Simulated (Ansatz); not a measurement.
Start from Cs$_{2}$AgBiBr$_{6}$ (space group Fm-3m, No. 225).

```cif
data_Ag4Bi4Br24Cs8
_chemical_formula_sum 'Bi4 Ag4 Cs8 Br24'
_space_group_name_H-M_alt 'Fm-3m'
_space_group_IT_number 225
_space_group_name_Hall '-F 4 2 3'
_cell_length_a 11.47910
_cell_length_b 11.47910
_cell_length_c 11.47910
_cell_angle_alpha 90.000
_cell_angle_beta 90.000
_cell_angle_gamma 90.000
loop_
_atom_site_label
_atom_site_type_symbol
_atom_site_symmetry_multiplicity
_atom_site_Wyckoff_symbol
_atom_site_fract_x
_atom_site_fract_y
_atom_site_fract_z
_atom_site_occupancy
Bi1 Bi 4 a 0.00000 0.00000 0.00000 1
Ag1 Ag 4 b 0.50000 0.50000 0.50000 1
Cs1 Cs 8 c 0.25000 0.25000 0.25000 1
Br1 Br 24 e 0.00000 0.00000 0.25134 1
```
(The calculation used a cell of 10 atoms; values per cell refer to that cell.)

Computed with Kohn–Sham DFT with the PBE functional, run in Ansatz (an electronic-structure program) with PAW and 420 eV plane waves, no spin-orbit coupling.

Strains are applied to the cell and any free atomic positions relax.

One change was made to it. Results:

| quantity | base | after |
|---|---|---|
| smallest direct gap | 2.30 eV | 2.30 eV |
| pressure | -0.1 kbar | -11.3 kbar |
| band gap | 1.33 eV | 1.44 eV |
| energy relative to the base (free energy F) | 0 meV/atom | +10 meV/atom |

Q: What was done to the base?
A) isotropic strain +0.75 %
B) isotropic strain +1.50 %
C) isotropic strain +2.25 %
D) isotropic strain +3.00 %

A: C, isotropic strain +2.25 %. For comparison, the energy relative to the base in the other runs: isotropic strain +1.50 % gives +4.7 meV/atom; isotropic strain +3.00 % gives +17 meV/atom; isotropic strain +0.75 % gives +1.2 meV/atom.

Spin-orbit coupling, missing from the scalar runs, can matter with Bi. Whether these cells are dynamically stable was not tested.
